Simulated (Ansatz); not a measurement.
TiN in the rock salt structure (space group Fm-3m, No. 225)

```
TiN
1.0
    0.00000     2.10202     2.10202
    2.10202     0.00000     2.10202
    2.10202     2.10202     0.00000
Ti N
1 1
Cartesian
  0.00000   0.00000   0.00000
  2.10202   2.10202   2.10202
```

All numbers come from PBEsol (Ansatz, a first-principles code, PAW, without spin-orbit coupling). Γ-centred 19×19×19 mesh, Fermi–Dirac width 0.05 eV.

```json
{
 "volume_per_atom": "9.29 Å³",
 "density": "5.53 g/cm³",
 "band_gap": "zero",
 "total_energy": "-1428.112 eV/atom (σ→0; compares only within this code and set-up)"
}
```

Whether these cells are dynamically stable was not tested. The base started in Pnma and relaxed to Fm-3m at this level. The final runs are not spin-polarised. An odd electron count without spin: TiN.
